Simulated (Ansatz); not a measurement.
```xyz
12
Lattice="-3.2255 3.2255 2.9950 3.2255 -3.2255 2.9950 3.2255 3.2255 -2.9950" Properties=species:S:1:pos:R:3 pbc="T T T"
O      3.2255     2.0276    -1.1015
O      3.2255     1.1980     2.5990
O      3.2255    -1.1980     2.5990
O      0.0000     1.1980     1.8935
O      1.1980     0.0000     4.0964
O      4.4235     0.0000     0.3960
O      2.0276     0.0000     0.3960
O      2.0276     3.2255     1.1015
Si     0.0000     0.0000     2.9950
Si     3.2255     0.0000     1.4975
Mo     0.0000     3.2255     1.4975
Mo     0.0000     0.0000     0.0000
```

Spin-polarised, with starting moments of sign O0 O0 O0 O0 O0 O0 O0 O0 Si0 Si0 Mo+ Mo+.

The values are results of r2SCAN in Ansatz (plane waves to 500 eV, PAW, spin-orbit coupling left out), not measurements. k-mesh 9×9×9 (Γ-centred); smearing 0.05 eV (Fermi–Dirac).

**Question.** Predict the largest site moment and band gap.

**Answer.** 
```json
{
  "largest_site_moment": "1.24 μB",
  "band_gap": "zero"
}
```

Other magnetic orders, which the real material may have, were not ruled out. No phonon test of stability was made. No Hubbard U is applied, and correlation can decide whether such a compound is a metal. The cell was made from ZrSiO4 by this change: Zr → Mo; the result is a hypothetical phase, not in the database extracts checked.

Ansatz is a program for electronic structure.
